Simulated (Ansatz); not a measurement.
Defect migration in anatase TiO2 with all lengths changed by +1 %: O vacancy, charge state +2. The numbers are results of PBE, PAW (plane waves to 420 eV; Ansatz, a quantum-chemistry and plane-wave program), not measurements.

Cell of 108 host sites held at the strained lattice (strain from the relaxed PBE one, atoms relaxed); the Γ point alone; Fermi-Dirac width 0.01 eV, spin-restricted; finite-size errors left in. Static, classical nuclei. The charge state is imposed; whether it is stable for some Fermi level was not computed. Forms of the defect that were not tried may lie lower.

Barriers: single points on a 2×2×2 k-point mesh shifted by half a step at the bands' geometries.

Relaxed starting cell (atoms counted from 1):

```xyz
107
Lattice="11.5102 0.0000 0.0000 0.0000 11.5102 0.0000 0.0000 0.0000 9.7977" Properties=species:S:1:pos:R:3 pbc="T T T"
Ti    -0.0040     1.7053     2.6086
Ti    -0.0026     6.0887     2.6072
Ti     0.0351     9.6688     2.6112
Ti     3.8484     1.9431     2.4586
Ti     3.8440     5.7646     2.4520
Ti     3.8716     9.6255     2.4361
Ti     7.6581     1.9432     2.4594
Ti     7.6737     5.7673     2.4503
Ti     7.6825     9.6273     2.4339
Ti    -0.0062    -0.3200    -0.1423
Ti    -0.0048     4.0650    -0.1412
Ti    -0.0429     7.6111    -0.1471
Ti     3.8278     0.0010     0.0145
Ti     3.8432     3.8252     0.0056
Ti     3.8198     7.6516     0.0308
Ti     7.6577     0.0040     0.0127
Ti     7.6531     3.8253     0.0062
Ti     7.6309     7.6533     0.0288
O     -0.0042     5.7628     0.6078
O      0.0024     9.4786     0.3271
O      3.8195     1.9337     0.4390
O      3.8571     5.7590     0.4448
O      3.8114     9.6046     0.4359
O      7.6910     1.9328     0.4375
O      7.6526     5.7595     0.4445
O      7.7051     9.6041     0.4387
O      1.9270     1.8548     2.9401
O      1.8685     5.6862     2.8856
O      1.9168     9.6574     2.8897
O      5.7495     1.9212     2.8885
O      5.7490     5.7327     2.8754
O      5.7492     9.5868     2.8811
O      9.5726     1.8553     2.9377
O      9.6280     5.6840     2.8816
O      9.5744     9.6571     2.9081
O     -0.0045     0.0081     1.8559
O     -0.0043     2.8912     1.2391
O     -0.0112     7.8005     2.1394
O      3.8498     0.0086     2.0202
O      3.8105     3.8355     2.0276
O      3.7972     7.6747     2.0258
O      7.6436     0.0093     2.0199
O      7.6820     3.8346     2.0261
O      7.6897     7.6740     2.0286
O     -0.0058     1.9096     4.5252
O     -0.0078     5.8586     4.5297
O      0.0023     9.6607     4.4820
O      3.8479     1.9476     4.4932
O      3.8296     5.7883     4.4577
O      3.8391     9.6002     4.4780
O      7.6526     1.9442     4.4923
O      7.6711     5.7889     4.4567
O      7.6540     9.6025     4.4872
Ti     1.9435     0.0515     7.3424
Ti     1.9591     3.8637     7.3443
Ti     1.9941     7.6917     7.3430
Ti     5.7507     0.0220     7.3610
Ti     5.7506     3.8651     7.3372
Ti     5.7592     7.6942     7.3430
Ti     9.5605     0.0462     7.3478
Ti     9.5406     3.8631     7.3466
Ti     9.5238     7.7076     7.3182
Ti     1.9620     1.9065     4.9162
Ti     1.9409     5.7231     4.9144
Ti     1.9773     9.5722     4.9443
Ti     5.7508     1.9033     4.9259
Ti     5.7507     5.7463     4.9017
Ti     5.7422     9.5843     4.9196
Ti     9.5413     1.9060     4.9186
Ti     9.5578     5.7181     4.9201
Ti     9.5074     9.5878     4.9191
O      1.9530     0.0139     5.3606
O      1.9170     3.8439     5.3194
O      1.9345     7.6922     5.3226
O      5.7458     0.0052     5.3436
O      5.7494     3.8552     5.3377
O      5.7497     7.6808     5.3394
O      9.5491     0.0093     5.3566
O      9.5809     3.8414     5.3146
O      9.5631     7.6974     5.3296
O     -0.0009    -0.0893     7.7328
O     -0.0030     3.8616     7.7381
O     -0.0108     7.6196     7.7803
O      3.8304    -0.0199     7.8059
O      3.8487     3.8260     7.7710
O      3.8475     7.6771     7.7753
O      7.6718    -0.0194     7.8048
O      7.6538     3.8226     7.7702
O      7.6622     7.6794     7.7841
O      1.9202     1.9282     6.9484
O      1.9521     5.7603     6.9061
O      1.9382     9.5822     6.9326
O      5.7521     1.9142     6.9253
O      5.7556     5.7639     6.9193
O      5.7517     9.5985     6.9231
O      9.5847     1.9256     6.9435
O      9.5488     5.7556     6.9022
O      9.5672     9.5874     6.9397
O      1.8733     0.0853     9.3810
O      1.9280     3.9110     9.3256
O      1.9270     7.6221     9.3544
O      5.7525     0.0356     9.3872
O      5.7519     3.8466     9.3748
O      5.7524     7.6913     9.3814
O      9.6332     0.0831     9.3769
O      9.5754     3.9115     9.3232
O      9.5844     7.6220     9.3721
```
Cell charge +2.

End state 1 differs by these moves (Å; atoms that move under 0.15 Å are left out):

```json
[
 {"atom": "1", "element": "Ti", "Δx": "-0.02", "Δy": "0.27", "Δz": "-0.14"},
 {"atom": "2", "element": "Ti", "Δx": "-0.02", "Δy": "-0.33", "Δz": "-0.13"},
 {"atom": "3", "element": "Ti", "Δx": "-0.06", "Δy": "-0.12", "Δz": "-0.14"},
 {"atom": "10", "element": "Ti", "Δx": "-0.22", "Δy": "0.33", "Δz": "0.30"},
 {"atom": "11", "element": "Ti", "Δx": "0.02", "Δy": "-0.21", "Δz": "0.15"},
 {"atom": "12", "element": "Ti", "Δx": "0.06", "Δy": "0.06", "Δz": "0.16"},
 {"atom": "13", "element": "Ti", "Δx": "0.33", "Δy": "0.01", "Δz": "0.14"},
 {"atom": "16", "element": "Ti", "Δx": "0.08", "Δy": "0.04", "Δz": "0.15"},
 {"atom": "19", "element": "O", "Δx": "0.00", "Δy": "0.00", "Δz": "-0.17"},
 {"atom": "20", "element": "O", "Δx": "-0.07", "Δy": "0.11", "Δz": "0.16"},
 {"atom": "36", "element": "O", "Δx": "-0.02", "Δy": "0.00", "Δz": "0.22"},
 {"atom": "37", "element": "O", "Δx": "0.02", "Δy": "0.97", "Δz": "0.80"},
 {"atom": "38", "element": "O", "Δx": "0.03", "Δy": "-0.14", "Δz": "-0.10"},
 {"atom": "54", "element": "Ti", "Δx": "0.19", "Δy": "-0.05", "Δz": "-0.14"},
 {"atom": "57", "element": "Ti", "Δx": "-0.07", "Δy": "-0.06", "Δz": "-0.16"},
 {"atom": "60", "element": "Ti", "Δx": "-0.30", "Δy": "-0.04", "Δz": "-0.14"},
 {"atom": "81", "element": "O", "Δx": "0.95", "Δy": "0.10", "Δz": "0.84"},
 {"atom": "84", "element": "O", "Δx": "0.00", "Δy": "0.03", "Δz": "0.15"},
 {"atom": "87", "element": "O", "Δx": "-0.12", "Δy": "0.03", "Δz": "-0.13"},
 {"atom": "99", "element": "O", "Δx": "-1.94", "Δy": "1.85", "Δz": "0.91"},
 {"atom": "102", "element": "O", "Δx": "0.12", "Δy": "-0.04", "Δz": "0.10"},
 {"atom": "105", "element": "O", "Δx": "-0.04", "Δy": "-0.08", "Δz": "-0.17"}
]
```

Task: Give the forward and backward barriers to end state 1 at the level PBE, PAW.

Result: forward 1.16 eV, backward 1.16 eV; at the saddle point atom 99 has neighbours Ti at 1.69 Å. The saddle point's order was not checked, and it lies on a symmetry element of the cell, where a band can be held.

End state 2 differs by these moves (Å; atoms that move under 0.08 Å are left out):

```tsv
atom	element	Δx	Δy	Δz
1	Ti	0.00	0.44	0.00
2	Ti	0.04	-0.40	0.00
3	Ti	-0.04	-0.40	0.00
10	Ti	0.00	0.10	0.00
11	Ti	0.00	0.10	0.00
12	Ti	0.00	0.13	0.00
19	O	0.01	0.11	-0.28
20	O	-0.01	0.12	0.28
27	O	0.00	0.13	0.00
33	O	0.00	0.13	0.00
36	O	0.00	0.96	-0.63
37	O	0.00	0.95	0.62
38	O	0.00	-0.25	0.00
46	O	0.01	-0.16	-0.05
47	O	-0.01	-0.16	0.05
83	O	0.00	0.12	0.00
99	O	0.06	-0.15	-0.06
100	O	-0.05	-0.15	0.06
101	O	0.00	0.11	0.00
105	O	-0.06	-0.15	-0.05
106	O	0.06	-0.15	0.05
107	O	0.00	0.11	0.00
```

Task: Give the forward and backward barriers to end state 2 at the level PBE, PAW.

Result: forward 0.16 eV, backward 0.16 eV; at the saddle point atom 36 has neighbours Ti at 1.86, Ti at 1.88 Å. The saddle point's order was not checked, and it lies on a symmetry element of the cell, where a band can be held.
